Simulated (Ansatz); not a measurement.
End structure of the (332) surface of bcc K in its 1x1 cell, outermost plane spacing 1.13 Å in the ideal cut:

```
CELL_PARAMETERS angstrom
      7.46705     0.00000     0.00000
      0.00000     8.75589     0.00000
      0.00000     0.00000    26.50000
ATOMIC_POSITIONS crystal
  K  0.50000 0.28263 0.32086
  K  0.00000 0.60324 0.33956
  K  0.50000 0.81075 0.41079
  K  0.00000 0.12192 0.41487
  K  0.50000 0.34219 0.48941
  K  0.00000 0.65780 0.51059
  K  0.50000 0.87808 0.58513
  K  0.00000 0.18925 0.58921
  K  0.50000 0.39676 0.66044
  K  0.00000 0.71738 0.67914
```

Model: 10-atom slab, 10.1 Å thick at the start (thin: gaps and levels are the slab's own), 5x5x1 mesh, Fermi-Dirac 0.1 eV, dipole correction, all atoms relaxed; held to the start's symmetry, so lower structures may exist; no spin, no spin-orbit, no U.

**Question.** Estimate the surface energy (mean of both faces) that PBE (Ansatz, a program for electronic structure) returns for this input.

**Answer.** 0.13 J/m²

**Question.** What work function of the top face does PBE give?

**Answer.** 2.29 eV
